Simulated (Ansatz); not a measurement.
System: C (R-3m, No. 166, 4 atoms in the cell; start COD 1000065; another form than the element's usual one). Method: r²SCAN in Ansatz (PAW).

Input:

Ansatz 0.2 input:
```yaml
crystal:
  lattice:
    - [1.2195795932, 0.7041246065, 12.4239894474]
    - [-1.2195795932, 0.7041246065, 12.4239894474]
    - [0.0, -1.4082492129, 12.4239894474]
  atoms:
    - { symbol: C, position: [0.047175035, 0.047175035, 0.047175035] }
    - { symbol: C, position: [0.952824965, 0.952824965, 0.952824965] }
    - { symbol: C, position: [0.2861619718, 0.2861619718, 0.2861619718] }
    - { symbol: C, position: [0.7138380282, 0.7138380282, 0.7138380282] }
basis:
  ecutwfc: 560
  ecutrho_ratio: 4
  xc_grid: 3
kpoints:
  mp_grid: { grid: [16, 16, 16] }
hamiltonian:
  xc: r2scan
  dispersion: none
  pseudopotentials: { azcp: { folder: ./paw }, kind: paw }
scf:
  occupations: { method: fermi_dirac, width: 0.01 }
output:
  forces: true
  stress: true
  eigenvalues: true
relax:
  f_tol: 0.004
  escape_saddle: false
  max_steps: 80
  cell: { stress_tol: 0.02, fix: [volume] }
```

Excerpt of the program's output:

```
Relaxation: its limit of steps is 80 (relax.max_steps)
Crystal: 4 atoms, lattice volume = 64.014 Å³
Basis set: ecut = 560 eV, 1931 PW (Γ), FFT grids on a1−a3, a2−a3, a3, exchange–correlation on 60×60×300 points (27 copies of the dense FFT grid, shifted against one another)
Bands: 12, of which v1, the nominal top of the filled ones, is band 8 counted from 1 (7 counted from 0)
Symmetry: 12 space group operations
Space group: R-3m (ITA 166), of the structure as read, at distance tolerance 4.0e-5 Å
k-points: 417 of 4096
Initial density: superposition of atomic densities (chi_scale 0.1, normalization cell)
Functional: x = r2scan, c = r2scan; τ floored in thin density (d = 2e-4 eV/Å³)
SCF iter   1: F=—  HF=-1008.510741 eV  |F-HF|=—  |Δ(HF+E_count)|=         —  Δρ=9.54e-2  dr2=5.08e0  dr2_τ=1.25e0
SCF iter   2: F=—  HF=-1006.678175 eV  |F-HF|=—  |Δ(HF+E_count)|=    1.83e0  Δρ=3.69e-2  dr2=5.04e-1  dr2_τ=1.47e-2
  ...
SCF 1 converged in 7 iterations: F = -1006.625220 eV  dr2 = 9.33e-8
Crystal: 4 atoms, lattice volume = 64.014 Å³
Basis set: ecut = 560 eV, 1937 PW (Γ), FFT grids on a1−a3, a2−a3, a3, exchange–correlation on 60×60×300 points (27 copies of the dense FFT grid, shifted against one another)
Initial density: handed on by an earlier stage of this run
SCF 2 converged in 6 iterations: F = -1006.636328 eV  dr2 = 5.48e-8
Crystal: 4 atoms, lattice volume = 64.014 Å³
SCF 3 converged in 6 iterations: F = -1006.638064 eV  dr2 = 2.92e-8
Crystal: 4 atoms, lattice volume = 64.014 Å³
SCF 4 converged in 7 iterations: F = -1006.638081 eV  dr2 = 1.08e-9
Crystal: 4 atoms, lattice volume = 64.014 Å³
SCF 5 converged in 6 iterations: F = -1006.638101 eV  dr2 = 3.39e-9
Crystal: 4 atoms, lattice volume = 64.014 Å³
Basis set: ecut = 560 eV, 1931 PW (Γ), FFT grids on a1−a3, a2−a3, a3, exchange–correlation on 60×60×288 points (27 copies of the dense FFT grid, shifted against one another)
SCF iter   5: F=-1006.638142 eV  HF=-1006.638142 eV  |F-HF|=3.73e-9  |Δ(HF+E_count)|=  1.62e-10  Δρ=1.42e-7  dr2=4.93e-12  dr2_τ=9.25e-13
SCF iter   6: F=-1006.638142 eV  HF=-1006.638142 eV  |F-HF|=8.32e-10  |Δ(HF+E_count)|=   2.75e-9  Δρ=3.78e-8  dr2=7.72e-13  dr2_τ=1.87e-13
SCF 6 converged in 6 iterations: F = -1006.638142 eV  dr2 = 7.72e-13
SCF converged after 6 iterations
Free energy (F): -1006.638142 eV
Internal energy: -1006.638142 eV  (E = F + TS)
E sigma→0 (E₀):  -1006.638142 eV
Fermi energy:    1.967762 eV
--- Forces (eV/Å), atoms counted from 1 ---
  atom   1  C      0.00000000     0.00000000     0.00001726
  atom   2  C     -0.00000000    -0.00000000    -0.00001726
  atom   3  C      0.00000000     0.00000000     0.00014905
  atom   4  C     -0.00000000    -0.00000000    -0.00014905
--- Stress (GPa, compression-positive) ---
        0.007380      -0.000000       0.000000
       -0.000000       0.007380      -0.000000
        0.000000      -0.000000      -0.001550
  P = ⅓ Tr σ = 0.0044 GPa (0.044 kbar)
```

The PAW data were made under PBE.

Note: the relaxation could not lower the start's symmetry, so the cell can be a saddle point above a distorted one.

The result took roughly 3 core-minutes.

Ansatz is a quantum-chemistry and plane-wave program.
